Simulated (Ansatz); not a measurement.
A relaxation of cell and atoms of Si2Ni (Fm-3m, 3 atoms in the cell) with Ansatz (a program for electronic structure).

Computed with PBE (plane waves, PAW; Ansatz).

```yaml
crystal:
  lattice:
    - [0.00000, 2.68481, 2.68481]
    - [2.68481, 0.00000, 2.68481]
    - [2.68481, 2.68481, 0.00000]
  atoms:
    - { symbol: Si, position: [0.25000, 0.25000, 0.25000] }
    - { symbol: Si, position: [0.75000, 0.75000, 0.75000] }
    - { symbol: Ni, position: [0.00000, 0.00000, 0.00000] }
```

Reference input (self-consistent single point, DFT, PBE, plane waves, default PAW files): kpoints.mp_grid.grid = 9 9 9; hamiltonian.xc = pbe; hamiltonian.pseudopotentials = {kind: paw} (the program's default PAW files); scf.occupations.method = gaussian; scf.occupations.width = 0.272 eV. This run's input differs from it in these lines:

```diff
@@ -20,2 +20,4 @@
     width: 0.272
+relax:
+  cell: {}
 output:
```

The program printed (abridged):

```
   [... SCF lines of the steps left out ...]
relax step   1: F+E_penalty+E_count = -7112.38584341 eV  Δ(F+E_penalty+E_count) = +0.000e0 eV  max|allowed force component| = 2.467e-17 eV/Å  Δτ_max = 0.0000 Å  P = +6.990 GPa  Ω = 38.705 Å³  (7 SCF iters, dr2 threshold 1.00e-7 eV, accepted)
relax step   2: F+E_penalty+E_count = -7112.41383747 eV  Δ(F+E_penalty+E_count) = -2.799e-2 eV  max|allowed force component| = 1.079e-16 eV/Å  Δτ_max = 0.0000 Å  P = +3.191 GPa  Ω = 39.602 Å³  energy of the carried Pulay correction = -2.800e-4 eV  [...]
relax step   3: F+E_penalty+E_count = -7112.42179384 eV  Δ(F+E_penalty+E_count) = -7.956e-3 eV  max|allowed force component| = 9.869e-17 eV/Å  Δτ_max = 0.0000 Å  P = +0.203 GPa  Ω = 40.387 Å³  energy of the carried Pulay correction = -5.201e-4 eV  [...]
relax step   4: F+E_penalty+E_count = -7112.42181312 eV  Δ(F+E_penalty+E_count) = -1.928e-5 eV  max|allowed force component| = 1.126e-16 eV/Å  Δτ_max = 0.0000 Å  P = +0.007 GPa  Ω = 40.442 Å³  energy of the carried Pulay correction = -5.366e-4 eV  [...]
relax step   5: F+E_penalty+E_count = -7112.42240027 eV  Δ(F+E_penalty+E_count) = -5.872e-4 eV  max|allowed force component| = 6.476e-17 eV/Å  Δτ_max = 0.0000 Å  P = +0.020 GPa  Ω = 40.442 Å³  stress off target by 2.04e-2 GPa  SCF on the basis [...]
basis re-selected at this cell: Δ(F+E_penalty+E_count) = -5.872e-4 eV, ΔP = +0.014 GPa vs the last step
the relaxation is at rest under the 48 symmetry operations that the run kept from its start: a minimum is not shown …
Free energy (F): -7112.422400 eV
Internal energy: -7112.389099 eV  (E = F + TS)
E sigma→0 (E₀):  -7112.405750 eV
Entropy (-TS):   -0.033301 eV (-11.100 meV/atom)
Fermi energy:    12.855254 eV
--- Forces (eV/Å), atoms counted from 1 ---
  atom   1  Si    -0.00000000     0.00000000     0.00000000
   [... zero for the other atoms too ...]
   [... lines left out ...]
  cell:  # Å, volume = 40.4416 Å³
   [... lines left out ...]
    - [2.7243691625714503, -9.812571922724712e-35, 2.7243691625714503]
    - [2.7243691625714503, 2.7243691625714503, 7.84010563967802e-34]
  atoms:
    - { symbol: Si, position: [0.25, 0.25, 0.25] }
    - { symbol: Si, position: [0.7499999999999999, 0.7499999999999999, 0.7499999999999999] }
    - { symbol: Ni, position: [1.703069720393894e-34, -1.8437986991174843e-34, -5.274223229154032e-35] }
```

The run converged.  The full log also holds: “iter 5 did not close the SCF: its close was put off for the readings that it lacked (scf_convergence_deferred on its scf_iter line)”.

Summary of the result:
| Quantity | Value |
|---|---|
| Free energy E − TS (on the zero of these files) | -7112.4224 eV |
| Fermi level (on the code's own zero) | 12.86 eV |
| Pressure | 0.02 GPa |
| Final cell | a = 3.853 Å, b = 3.853 Å, c = 3.853 Å, α = 60.00°, β = 60.00°, γ = 60.00° |
| Final volume per atom | 13.48 Å³ |
| Relaxation steps | 5 |

The starting cell comes from a database of computed structures (which also holds hypothetical and non-ambient phases and stackings), without a prior relaxation at this level. Its lattice was rescaled by a random factor within 2.5 % of one. Spin polarisation is off. The relaxation keeps the symmetry of its start, so its end need not be a minimum. Ansatz's pressure includes its estimate of the finite-basis (Pulay) stress.

Keys are those of Ansatz 0.2.
